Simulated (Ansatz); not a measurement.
A set of cells, compared by their band gap.

Cell A: ZnS (zinc blende, F-43m), 2 atoms in the cell, k-point mesh 12×12×12 on the run's own vectors.
```
ZnS
1.0
    0.00000     2.72180     2.72180
    2.72180     0.00000     2.72180
    2.72180     2.72180     0.00000
Zn S
1 1
Cartesian
  0.00000   0.00000   0.00000
  1.36090   1.36090   1.36090
```

Cell B: ZnS (P6₃mc), 12 atoms in the cell, k-point mesh 12×12×2 on the run's own vectors.
```yaml
crystal:
  lattice:
    - [3.84709, 0.00000, 0.00000]
    - [-1.92354, 3.33168, 0.00000]
    - [0.00000, 0.00000, 18.87347]
  atoms:
    - { symbol: Zn, position: [0.00000, 0.00000, 0.00003] }
    - { symbol: Zn, position: [0.00000, 0.00000, 0.50003] }
    - { symbol: Zn, position: [0.33333, 0.66667, 0.16679] }
    - { symbol: Zn, position: [0.66667, 0.33333, 0.66679] }
    - { symbol: Zn, position: [0.66667, 0.33333, 0.33327] }
    - { symbol: Zn, position: [0.33333, 0.66667, 0.83327] }
    - { symbol: S, position: [0.00000, 0.00000, 0.12511] }
    - { symbol: S, position: [0.00000, 0.00000, 0.62511] }
    - { symbol: S, position: [0.33333, 0.66667, 0.29164] }
    - { symbol: S, position: [0.66667, 0.33333, 0.79164] }
    - { symbol: S, position: [0.66667, 0.33333, 0.45815] }
    - { symbol: S, position: [0.33333, 0.66667, 0.95815] }
```

Cell C: ZnS (P6₃mc), 8 atoms in the cell, k-point mesh 12×12×4 on the run's own vectors.
```xyz
8
Lattice="3.8468 0.0000 0.0000 -1.9234 3.3314 0.0000 0.0000 0.0000 12.5904" Properties=species:S:1:pos:R:3 pbc="T T T"
Zn     0.0000     0.0000     0.0006
Zn     0.0000     0.0000     6.2958
Zn     0.0000     2.2209     3.1479
Zn     1.9234     1.1105     9.4431
S      0.0000     0.0000     2.3581
S      0.0000     0.0000     8.6532
S      0.0000     2.2209     5.5100
S      1.9234     1.1105    11.8052
```

Cell D: ZnS (wurtzite, P6₃mc), 4 atoms in the cell, k-point mesh 12×12×6 on the run's own vectors.
```
ZnS
1.0
    3.84468     0.00000     0.00000
   -1.92234     3.32959     0.00000
    0.00000     0.00000     6.30549
Zn S
2 2
Direct
  0.33333   0.66667   0.00017
  0.66667   0.33333   0.50017
  0.33333   0.66667   0.37463
  0.66667   0.33333   0.87463
```

All numbers come from Ansatz (a first-principles code), plane waves with PAW, its PAW set soft_1, cutoff 420 eV, 500 eV for r2SCAN. The structures are at rest with PBE; other levels are single points on them. HSE06 runs on coarser k-point meshes, which give the PBE gaps of the finer ones within 0.03 eV. Neutral cells; Fermi-Dirac smearing of at most 0.05 eV in the solids, energies taken to zero width. The lattices are those relaxed with PBE, so at other levels the solids can be strained, which adds to the spread. Cells are local rest points, mostly with their start's symmetry. A dispersion term ran beside these levels; it doesn't touch the electrons. Gaps are highest filled to lowest empty Kohn-Sham level on the run's k-point mesh, states of defects and surfaces included; edges off the mesh make the true gap smaller, and under 0.08 eV counts as none.

What does HSE06 give for the band gap of each cell (eV)?


| system | HSE06 |
|---|---|
| A | 3.23 |
| B | 3.25 |
| C | 3.26 |
| D | 3.29 |

With HSE06 the value is lowest for A and highest for D.

How do the other levels compare?


```json
[
 {"system": "A", "PBE": "2.01 (direct)", "r2SCAN": "2.56 (direct)"},
 {"system": "B", "PBE": "2.03 (direct)", "r2SCAN": "2.59 (direct)"},
 {"system": "C", "PBE": "2.04 (direct)", "r2SCAN": "2.60 (direct)"},
 {"system": "D", "PBE": "2.08 (direct)", "r2SCAN": "2.64 (direct)"}
]
```

With PBE the value is lowest for A and highest for D. With r2SCAN the value is lowest for A and highest for D.
